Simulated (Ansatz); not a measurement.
Base system: Pd in the fcc (Cu type) structure (space group Fm-3m, No. 225; a = 3.878 Å; relaxed with 0.1 eV smearing). Axes: x, y, z lie along the cube axes.

The values are results of PBEsol (Ansatz, an electronic-structure program, PAW, no spin-orbit coupling), not measurements.

Strains are applied to the cell and any free atomic positions relax.

One change was made to it. Results:

The energy goes up by 4.3 meV/atom; the band gap remains zero.

Name the change that was made.
A. uniaxial strain ε_zz = −1.50 %
B. uniaxial strain ε_zz = −3.00 %
C. uniaxial strain ε_zz = +2.00 %
D. uniaxial strain ε_zz = +1.00 %

C, uniaxial strain ε_zz = +2.00 %. For comparison, the energy relative to the base in the other runs: uniaxial strain ε_zz = +1.00 % gives +1.1 meV/atom; uniaxial strain ε_zz = −1.50 % gives +2.6 meV/atom; uniaxial strain ε_zz = −3.00 % gives +11 meV/atom.

Stability against distortions was not tested. The final runs are not spin-polarised. Pd lies near a magnetic instability that expansion can trigger; it was not tested.
